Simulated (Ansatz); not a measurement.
## What uniaxial strain ε_zz = −0.60 % does to Cu3N

The reference is Cu$_{3}$N (space group Pm-3m, No. 221; a = 3.721 Å). Axes: x, y, z lie along the cube axes.

Perturbation: the cell is compressed by 0.60 % along z with no lateral relaxation; the atoms relax in the strained cell.

Computed with LDA (Ansatz, a first-principles code), no spin-orbit coupling. Γ-centred 13×13×13 mesh, Fermi–Dirac width 0.05 eV.

```json
[
 {"quantity": "volume per atom", "base": "12.88 Å³", "changed": "12.80 Å³", "shift": "-0.08 Å³"},
 {"quantity": "space group", "base": "Pm-3m (No. 221)", "changed": "P4/mmm (No. 123)", "shift": "–"},
 {"quantity": "shortest interatomic distance", "base": "186.0 pm", "changed": "184.9 pm", "shift": "-1.1 pm"},
 {"quantity": "energy relative to the base (free energy F)", "base": "0 meV/atom", "changed": "+0.5 meV/atom", "shift": "+0.5 meV/atom"},
 {"quantity": "pressure (mean of the normal stresses, compression positive)", "base": "0.0 GPa", "changed": "0.9 GPa", "shift": "+0.9 GPa"},
 {"quantity": "band gap", "base": "zero", "changed": "zero", "shift": "–"},
 {"quantity": "stress (xx, yy, zz, yz, xz, xy; compression positive) (rough)", "base": "–", "changed": "(0.4, 0.4, 1.9, 0.0, 0.0, 0.0) GPa", "shift": "–"}
]
```

Final structure:

```
Cu3N
1.0
    3.72085     0.00000     0.00000
    0.00000     3.72085     0.00000
    0.00000     0.00000     3.69853
Cu N
3 1
Direct
  0.50000   0.00000   0.00000
  0.00000   0.50000   0.00000
  0.00000   0.00000   0.50000
  0.00000   0.00000   0.00000
```

Without a gap, meshes like the base's 13×13×13 leave anisotropic stresses uncertain by several tenths of a GPa, and small strain energies with them. No phonon test of stability was made. All final runs are without spin polarisation. The zero or small gap of Cu3N can change with the level of theory.
